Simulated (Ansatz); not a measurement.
Consider Sn in the diamond structure (space group Fd-3m, No. 227; a = 6.474 Å; relaxed with 0.1 eV smearing).

The values are results of DFT with LDA, PAW potentials and a 420 eV plane-wave cutoff in Ansatz (a quantum-chemistry and plane-wave program), without spin-orbit coupling, not measurements.

Before the change:

The pressure is 0.0 GPa and the band gap is zero.

One thing is altered: the cell is scaled by 1.0300 in all directions; the atoms relax in the strained cell.

Task: How does this affect the pressure?

Result: The pressure goes from zero to -3.2 GPa.

Task: What happens to the energy relative to the base?

Result: The energy increases by 34 meV/atom.

Task: How does this affect the band gap?

Result: The band gap is still zero.

Whether these cells are dynamically stable was not tested.
